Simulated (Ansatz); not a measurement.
Take GaN in the wurtzite structure (space group P6_3mc, No. 186; a = 3.1826 Å, c = 5.1854 Å) as the base. Axes: x lies along a and z along c of the hexagonal cell.

Computed with DFT with PBEsol, PAW potentials and a 420 eV plane-wave cutoff in Ansatz (a first-principles code), no spin-orbit coupling.

Strains are applied to the cell and any free atomic positions relax.

One change was made to it. Results:

```csv
quantity,base,after
band gap,1.88 eV,1.69 eV
energy relative to the base (free energy F),0 meV/atom,+4.3 meV/atom
shortest interatomic distance,1.946 Å,1.954 Å
electron mass,"0.16 mₑ along c, 0.17 mₑ across (at Γ)","0.14 mₑ along z, 0.16 mₑ across (at Γ)"
```

Q: Name the change that was made.
A) uniaxial strain ε_zz = +3.00 %
B) uniaxial strain ε_zz = +0.60 %
C) uniaxial strain ε_zz = +1.80 %

A: C, uniaxial strain ε_zz = +1.80 %. For comparison, the band gap in the other runs: uniaxial strain ε_zz = +0.60 % gives 1.81 eV; uniaxial strain ε_zz = +3.00 % gives 1.56 eV.

Masses are band curvatures over ±0.01 Å⁻¹ around the edge. Gaps are Kohn–Sham eigenvalue differences; semilocal functionals usually give less than the measured gap. Stability against distortions was not tested.
